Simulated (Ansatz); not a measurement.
ZrCu5: response to strain

Start from ZrCu₅ (space group F-43m, No. 216).

```xyz
6
Lattice="0.0000 3.3943 3.3943 3.3943 0.0000 3.3943 3.3943 3.3943 0.0000" Properties=species:S:1:pos:R:3 pbc="T T T"
Zr     0.0000     0.0000     0.0000
Cu     1.6972     1.6972     1.6972
Cu     4.2376     4.2376     4.2376
Cu     2.5511     2.5511     4.2376
Cu     2.5511     4.2376     2.5511
Cu     4.2376     2.5511     2.5511
```

Cartesian axes are those of the cell as printed.

Strains are applied to the cell and any free atomic positions relax; under stress the whole cell relaxes.

The values are results of Ansatz (an electronic-structure program), PBEsol, PAW, cutoff 420 eV, scalar-relativistic without spin-orbit coupling, not measurements.

Notes on the quantities. energy relative to the base: free energy F.

```tsv
case	volume per atom	space group	energy relative to the base
base	13.04 Å³	F-43m (No. 216)	0 meV/atom
isotropic strain −3.06 %	11.88 Å³	F-43m (No. 216)	+61 meV/atom
isotropic strain −0.81 %	12.72 Å³	F-43m (No. 216)	+3.9 meV/atom
uniaxial strain ε_xx = −2.77 %	12.67 Å³	I-4m2 (No. 119)	+7.8 meV/atom
uniaxial stress, 5 GPa tension along z	?	I-4m2 (No. 119)	?
```

Complete the table.


- uniaxial stress, 5 GPa tension along z, volume per atom: 13.19 Å³
- uniaxial stress, 5 GPa tension along z, energy relative to the base: +6.9 meV/atom

Without a gap, meshes like the base's 12×12×12 leave anisotropic stresses uncertain by several tenths of a GPa, and small strain energies with them. Beyond what the load breaks, stability against distortions was not tested. All final runs are without spin polarisation.
